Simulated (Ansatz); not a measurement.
**CuI: pressure series**

Base system: CuI in the zinc blende structure (space group F-43m, No. 216; a = 5.9393 Å).

Cell and atoms are relaxed at each pressure.

All numbers come from PBEsol (Ansatz, a quantum-chemistry and plane-wave program; PAW; 420 eV plane waves; scalar-relativistic without spin-orbit coupling).

```
variant            band gap  lattice parameter a  width of the top valence band    gap character
-----------------  --------  -------------------  -----------------------------  ---------------
base                1.17 eV              5.939 Å                        1.74 eV      direct at Γ
pressure −2 GPa     1.05 eV              6.030 Å                        1.57 eV      direct at Γ
pressure −1 GPa     1.11 eV              5.982 Å                        1.66 eV      direct at Γ
pressure 0.9 GPa    1.22 eV              5.905 Å                        1.81 eV      direct at Γ
pressure 2.1 GPa    1.29 eV              5.864 Å                        1.90 eV      direct at Γ
pressure 4.5 GPa    1.40 eV              5.793 Å                        2.06 eV      direct at Γ
pressure 9 GPa      1.58 eV              5.687 Å                        2.31 eV      direct at Γ
pressure 15 GPa     1.78 eV              5.580 Å                        2.61 eV      direct at Γ
pressure 22.5 GPa   1.88 eV              5.477 Å                        2.93 eV  indirect, Γ → X
pressure 30 GPa     1.75 eV              5.395 Å                        3.21 eV  indirect, Γ → X
```

With I present, leaving out spin-orbit coupling can change the band edges. Load acts through the strain it causes; cell and atoms are relaxed under it. Stability against distortions was not tested. Tetrahedral semiconductors of this kind turn to denser phases somewhere between about 1 and 50 GPa; those were not computed, so compressed cells here can lie past the real transition. The final runs are not spin-polarised.
